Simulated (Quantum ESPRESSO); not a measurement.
Input and output of a self-consistent single point for CdWO4 (P2/c, 12 atoms in the cell) (Quantum ESPRESSO).

Level of theory: LDA (PZ)+U, GBRV 1.5 ultrasoft (LDA) pseudopotentials (plane waves; Quantum ESPRESSO).

```
CELL_PARAMETERS angstrom
      5.10656     0.00000     0.00000
      0.00000     5.97587     0.00000
     -0.10824     0.00000     5.14818
ATOMIC_POSITIONS crystal
  Cd 0.50000 0.69050 0.75000
  Cd 0.50000 0.30950 0.25000
  W  0.00000 0.17667 0.75000
  W  0.00000 0.82333 0.25000
  O  0.79886 0.09587 0.05209
  O  0.20114 0.90413 0.94791
  O  0.20114 0.09587 0.44791
  O  0.79886 0.90413 0.55209
  O  0.75730 0.36955 0.61642
  O  0.24270 0.63045 0.38358
  O  0.24270 0.36955 0.88358
  O  0.75730 0.63045 0.11642
```

Reference input (self-consistent single point, DFT, LDA (PZ), plane waves, GBRV 1.5 ultrasoft (LDA) pseudopotentials): ecutwfc = 40 Ry; ecutrho = 320 Ry; occupations = smearing; smearing = gaussian; degauss = 0.00147 Ry; potentials = {Cd: cd_lda_v1.uspp.F.UPF, W: w_lda_v1.2.uspp.F.UPF, O: o_lda_v1.2.uspp.F.UPF}; K_POINTS = automatic 3 3 3 0 0 0; conv_thr = 1e-10 Ry; mixing_beta = 0.5. This run's input differs from it in these lines:

```diff
@@ -45,2 +45,4 @@
 3 3 3  0 0 0
+HUBBARD {ortho-atomic}
+U W-5d 4
```

Output (repeated stretches shortened):

```
     Self-consistent Calculation

     iteration #  1     ecut=    40.00 Ry     beta= 0.50

     =================== HUBBARD OCCUPATIONS ===================
     ------------------------ ATOM    3 ------------------------
     Tr[ns(  3)] =   2.05855
     eigenvalues:
       0.162  0.170  0.175  0.261  0.262
     ------------------------ ATOM    4 ------------------------
     Tr[ns(  4)] =   2.05855
     eigenvalues:
       0.162  0.170  0.175  0.261  0.262

     Number of occupied Hubbard levels =    4.1171

     negative rho (up, down):  1.600E-01 0.000E+00

     total energy              =    -803.64899932 Ry
   [... lines left out ...]
     estimated scf accuracy    <       8.50940680 Ry

     iteration #  3     ecut=    40.00 Ry     beta= 0.50

     negative rho (up, down):  1.639E-01 0.000E+00

     total energy              =    -805.49460443 Ry
     estimated scf accuracy    <       0.66839074 Ry

   [... 9 blocks of this kind left out ...]

     iteration # 13     ecut=    40.00 Ry     beta= 0.50

     negative rho (up, down):  1.642E-01 0.000E+00

     total energy              =    -805.55617787 Ry
     estimated scf accuracy    <          5.3E-10 Ry

     iteration # 14     ecut=    40.00 Ry     beta= 0.50

     negative rho (up, down):  1.642E-01 0.000E+00
     End of self-consistent calculation

     =================== HUBBARD OCCUPATIONS ===================
     ------------------------ ATOM    3 ------------------------
     Tr[ns(  3)] =   3.62615
     eigenvalues:
       0.334  0.341  0.356  0.391  0.392
     ------------------------ ATOM    4 ------------------------
     Tr[ns(  4)] =   3.62615
     eigenvalues:
       0.334  0.341  0.356  0.391  0.392

     Number of occupied Hubbard levels =    7.2523

     the Fermi energy is    10.0249 ev

!    total energy              =    -805.55617787 Ry
     estimated scf accuracy    <          3.8E-11 Ry
     smearing contrib. (-TS)   =      -0.00000000 Ry
     internal energy E=F+TS    =    -805.55617787 Ry

     Hubbard energy            =       0.67774669 Ry

     convergence has been achieved in  14 iterations

   [... lines left out ...]
     Total force =     0.064731     Total SCF correction =     0.000011
   [... lines left out ...]

     negative rho (up, down):  1.642E-01 0.000E+00
          total   stress  (Ry/bohr**3)                   (kbar)     P=     -131.07
  -0.00092587   0.00000000  -0.00001296         -136.20        0.00       -1.91
   0.00000000  -0.00084961   0.00000000            0.00     -124.98        0.00
  -0.00001296   0.00000000  -0.00089756           -1.91        0.00     -132.04

   JOB DONE.
```

The run converged in 14 iterations. Against the reference run the pressure goes from -13.44 to -13.11 GPa, the largest force goes from 0.707 to 0.652 eV/Å and the gap on the mesh goes from 2.896 to 3.033 eV.

The starting cell comes from a database of computed structures (which also holds hypothetical and non-ambient phases and stackings), without a prior relaxation at this level. Its lattice was rescaled by a random factor within 2.5 % of one. Spin-orbit coupling is off. Spin polarisation is off. The U value is a test value, and with U on an open shell several self-consistent states can exist. With a pressure of about -13 GPa the cell is away from its equilibrium volume at this level.

Cost on one core of a shared machine: roughly 4 min.
